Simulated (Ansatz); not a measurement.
**KTaO3: O → C**

Take KTaO$_{3}$ in the cubic perovskite structure (space group Pm-3m, No. 221; a = 4.023 Å) as the base.

Modification: full substitution O → C; the structure is relaxed again.

Calculations: plane-wave PAW DFT at the PBE level (Ansatz, an electronic-structure program, 420 eV), no spin-orbit coupling, earlier PAW set. Settings: 11×11×11 k-points, 0.05 eV Fermi–Dirac smearing, for the changed cell.

```json
[
 {"quantity": "density", "base": "6.84 g/cm³", "changed": "5.38 g/cm³", "shift": "-1.451 g/cm³"},
 {"quantity": "space group", "base": "Pm-3m (No. 221)", "changed": "Pm-3m (No. 221)", "shift": "–"},
 {"quantity": "band gap", "base": "2.17 eV", "changed": "zero", "shift": "–"}
]
```

Final structure:

```yaml
crystal:
  lattice:
    - [4.29031, 0.00000, 0.00000]
    - [0.00000, 4.29031, 0.00000]
    - [0.00000, 0.00000, 4.29031]
  atoms:
    - { symbol: K, position: [0.00000, 0.00000, 0.00000] }
    - { symbol: Ta, position: [0.50000, 0.50000, 0.50000] }
    - { symbol: C, position: [0.00000, 0.50000, 0.50000] }
    - { symbol: C, position: [0.50000, 0.50000, 0.00000] }
    - { symbol: C, position: [0.50000, 0.00000, 0.50000] }
```

Spin-orbit coupling, missing from the scalar runs, can matter with Ta. Whether these cells are dynamically stable was not tested. As relaxed here, KTaC3 is a hypothetical phase, not in the database extracts checked. The final runs are not spin-polarised. KTaC3 has a high density of states at the Fermi level and may be magnetic at this level.
